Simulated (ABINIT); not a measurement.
ABINIT 10.0.3, DFT, PBE, plane waves, JTH v2.0 PBE PAW: MgI2 (from the phase in space group 164, mp-23205), 3 atoms. Basis and mesh were picked for this test and aren't claimed converged.

| Quantity | Value |
|---|---|
| cell | 4.20, 4.20, 7.11 Å; 90, 90, 120° |
| task | scf |
| ecut | 15 Ha |
| nband | 16 |
| k mesh (ngkpt) | 6×6×4 |
| shiftk | 0×0×0 |
| nstep | 100 |
| tolvrs | 1e-09 |
| occopt | 7 |
| tsmear | 0.002 Ha |
| diemac | 12 |
| prtwf | 0 |
| prtden | 0 |
| paral_kgb | 1 |
| ranks over k-points and spins (np_spkpt) | 2 |
| ranks over bands (npband) | 1 |
| ranks over FFT planes (npfft) | 1 |
| bands a rank in one block (bandpp) | 16 |
| wfoptalg | 114 |
| nline | 4 (default) |
| iscf | 17 (default) |
| npulayit | 7 (default) |
| diemix | 0.7 (default) |
| dielng | 1.07748 (default) |
| kptopt | 1 (default) |
| k-points after symmetry | 24 |
| bands | 16 |
| symmetry operations | 12 |

```xyz
3
Lattice="4.1957 0.0000 0.0000 -2.0978 3.6336 0.0000 0.0000 0.0000 7.1057" Properties=species:S:1:pos:R:3 pbc="T T T"
Mg     0.0000     0.0000     0.0000
I      0.0000     2.4224     1.6633
I      2.0978     1.2112     5.4424
```

The reference run has pawecutdg = 45 Ha; it is not itself proven converged. Single runs; times are not shown.

Settings tried, all else as in the reference:
- pawecutdg = 22.5 Ha
- pawecutdg = 15 Ha
- pawecutdg = 30 Ha

Question: Which of these stay within 1.0 meV/atom in energy, 10 meV/Å in forces (largest component), 0.050 GPa in pressure of the reference run?

Answer: Within it: pawecutdg = 30 Ha. Outside: pawecutdg = 22.5 Ha; pawecutdg = 15 Ha.

```tsv
setting	energy against the reference	difference in forces (largest component)	difference in pressure
pawecutdg = 30 Ha	−0.18 meV/atom	0.97 meV/Å	0.025 GPa
pawecutdg = 22.5 Ha	+0.34 meV/atom	0.62 meV/Å	0.079 GPa
pawecutdg = 15 Ha	+2.6 meV/atom	4.5 meV/Å	0.010 GPa
```

Total energies are compared here; differences between like cells depend less on the fine grid. The tolerance is a choice made for this comparison.
